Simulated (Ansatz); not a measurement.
## Cs: element substitutions

Consider Cs in the bcc (W type) structure (space group Im-3m, No. 229; a = 6.0102 Å).

Each row replaces one element on all its sites; cell and atoms are relaxed.

Level of theory: PBEsol/PAW in Ansatz (an electronic-structure program), no SOC, earlier PAW set.

Candidates:
(a) Cs → Sr
(b) Cs → Ba
(c) Cs → Ca

For the base:

The volume per atom is 108.55 Å³.

Order them by volume per atom, lowest first.

(c) Cs → Ca (40.38 Å³), (a) Cs → Sr (51.06 Å³), (b) Cs → Ba (58.17 Å³)

Stability against distortions was not tested. The final runs are not spin-polarised. This is not the structure that Sr has at room temperature and ambient pressure. This is not the structure that Ca has at room temperature and ambient pressure.
